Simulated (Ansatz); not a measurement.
We consider 1T (CdI2-type) PtTe2, described by PBE-D4 (Ansatz, a program for electronic structure, PAW).

Numerical settings: plane-wave cutoff 520 eV, 18×18×12 k mesh (along the axes of the cell as run), Fermi–Dirac smearing 0.05 eV, scalar-relativistic PAW data made under PBE.

Computed points:

| V (Å³/atom) | E − E_lowest (meV/atom) |
|---|---|
| 23.199 | 9.15 |
| 23.683 | 2.13 |
| 24.166 | 0.00 |
| 24.649 | 1.96 |
| 25.132 | 7.28 |

Q: What bulk modulus B0 and pressure derivative B′ does a third-order Birch–Murnaghan fit give?

A: V0 = 24.161 Å³/atom, B0 = 67.5 GPa, B′ = 8.3 (fit to the energies at full precision).

Shape and atoms are relaxed at each volume.

Note: the bulk modulus comes from volumes at which shape and atoms were relaxed.

Spin–orbit coupling is not included.

The computed numbers hold no vibrational or temperature effects.
